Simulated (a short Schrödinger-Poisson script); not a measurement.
Stack: MOS inversion layer, Si3N4 on p-type In0.53Ga0.47As, at 300 K.

```
layer        material  thickness (nm)  Na (cm⁻³)
-----  --------------  --------------  ---------
1               Si3N4             3.6          -
2      In0.53Ga0.47As             230       3e18
```

Constants are typed, rounded textbook-type inputs, not results; the design itself was drawn at random and stands for no fabricated device. Si3N4: permittivity 7.5, conduction-band edge (eV) 2.41, gap (eV) 5.1, electron mass (mₑ) 0.5. In0.53Ga0.47As: permittivity 13.9, conduction-band edge (eV) 0, gap (eV) 0.74, Nv at 300 K (cm⁻³) 7.7e18.

Channel valleys (confinement mass, in-plane density-of-states mass, number): Γ 0.041, 0.041, 1. At the gate the conduction-band edge of layer 1 lies 2.43 eV − eVg above the Fermi level of the channel; the field vanishes at the back. Gaps are held at their typed values at every temperature. Mesh 0.03 nm at interfaces.

Solved with a short Schrödinger-Poisson script written for these runs: 1D Poisson equation in equilibrium, electrons quantum, Hartree (BenDaniel-Duke, 12 states a valley, the channel's in-plane mass for all, wave functions free to enter the dielectric), parabolic valleys, classical holes, full ionisation, no traps, pinning or gate leakage.

The same stack at other levels of the model or other numerical settings:

```
run                                                                  sheet density of all electrons at Vg = 1.2 V (cm⁻²)  capacitance at Vg = 1.2 V (μF/cm²)  centroid of the channel electrons at Vg = 1.2 V (nm)  gate voltage at 1e11 electrons/cm² (V)  rough cost against the base
-------------------------------------------------------------------  ---------------------------------------------------  ----------------------------------  ----------------------------------------------------  --------------------------------------  ---------------------------
base                                                                                                             1.60e12                                1.03                                                  2.11                                    0.87                      about 1
electrons treated as classical, Boltzmann                                                                        5.20e12                                1.71                                                  0.29                                    0.61                         0.06
electrons treated as classical, Fermi-Dirac                                                                      1.75e12                               0.919                                                  1.33                                    0.67                          0.3
electrons treated as quantum, Hartree plus LDA exchange-correlation                                              1.73e12                                1.05                                                  2.09                                    0.86                      about 1
mesh six times as coarse                                                                                         1.55e12                                1.03                                                  2.13                                    0.88                          0.3
one subband a valley                                                                                             1.60e12                                1.03                                                  2.11                                    0.87                          0.6
```

The classical rows ignore confinement, and Boltzmann statistics overrate the density once the band edge passes the Fermi level.
